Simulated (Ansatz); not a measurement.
**Pressure series in hypothetical diamond Cu**

Base system: Cu in the diamond structure (space group Fd-3m, No. 227; a = 5.3514 Å; a hypothetical phase, not in the database extracts checked).

Cell and atoms are relaxed at each pressure.

Computed with PBE in Ansatz (plane waves to 420 eV, PAW, no spin-orbit coupling).

Notes on the quantities. enthalpy: H = E + PV relative to the base's energy.

```csv
change,shortest interatomic distance,density,enthalpy
base,4.379 bohr,5.51 g/cm³,–
pressure −2 GPa,4.439 bohr,5.29 g/cm³,-0.24 eV/atom
pressure −1 GPa,4.407 bohr,5.40 g/cm³,-0.12 eV/atom
pressure 0.3 GPa,4.371 bohr,5.54 g/cm³,+0.04 eV/atom
pressure 0.7 GPa,4.361 bohr,5.58 g/cm³,+0.08 eV/atom
pressure 1.5 GPa,4.342 bohr,5.65 g/cm³,+0.18 eV/atom
pressure 3 GPa,4.308 bohr,5.78 g/cm³,+0.35 eV/atom
pressure 5 GPa,…,…,+0.57 eV/atom
pressure 7.5 GPa,4.228 bohr,6.12 g/cm³,+0.85 eV/atom
pressure 10 GPa,4.191 bohr,6.28 g/cm³,+1.11 eV/atom
```

**Question.** What belongs in the blanks?

**Answer.** 
- pressure 5 GPa, shortest interatomic distance: 4.270 bohr
- pressure 5 GPa, density: 5.94 g/cm³

Load acts through the strain it causes; cell and atoms are relaxed under it. Whether these cells are dynamically stable was not tested. Competing high-pressure phases were not computed. All final runs are without spin polarisation.

Ansatz is an electronic-structure program.
